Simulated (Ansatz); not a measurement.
BeTe: isotropic strain −0.50 %

Take BeTe in the zinc blende structure (space group F-43m, No. 216; a = 5.554 Å) as the base.

It is then changed as follows: the cell is scaled by 0.9950 in all directions; the atoms relax in the strained cell.

The values are results of DFT with LDA, PAW potentials and a 420 eV plane-wave cutoff in Ansatz (a program for electronic structure), spin-orbit coupling left out, not measurements. Γ-centred 10×10×10 mesh, Fermi–Dirac width 0.05 eV.

| quantity | base | changed | shift |
|---|---|---|---|
| space group | F-43m (No. 216) | F-43m (No. 216) | – |
| shortest interatomic distance | 2.405 Å | 2.393 Å | -0.012 Å |
| energy relative to the base (free energy F) | 0 meV/atom | +1.0 meV/atom | +1.0 meV/atom |
| pressure | 0.1 kbar | 9.9 kbar | +9.88 kbar |
| band gap | 1.79 eV | 1.75 eV | -0.04 eV |
| gap character | indirect, Γ → X | indirect, Γ → X | – |
| mean gap deformation potential ΔEg/Δln V | – | +2.5 eV | – |
| electron mass | 1.3 mₑ along k, 0.24 mₑ across (at X) | 1.3 mₑ along k, 0.24 mₑ across (at X) | – |
| hole mass (degenerate bands, along [100]) | 0.20, 0.32, 0.32 mₑ (at Γ) | 0.21, 0.32, 0.32 mₑ (at Γ) | – |
| valley order (the lowest conduction-band minima on the path, energy above the VBM, named in the base's zone) | X along ⟨100⟩ 1.79 eV; L along ⟨111⟩ 3.18 eV | X along ⟨100⟩ 1.75 eV; L along ⟨111⟩ 3.22 eV | – |

Final structure:

```
CELL_PARAMETERS angstrom
      0.00000     2.76324     2.76324
      2.76324     0.00000     2.76324
      2.76324     2.76324     0.00000
ATOMIC_POSITIONS crystal
  Be 0.00000 0.00000 0.00000
  Te 0.25000 0.25000 0.25000
```

With Te present, leaving out spin-orbit coupling can change the band edges. Effective masses come from finite differences of ±0.01 Å⁻¹. Along k means along the line from Γ to the band edge. Whether these cells are dynamically stable was not tested.
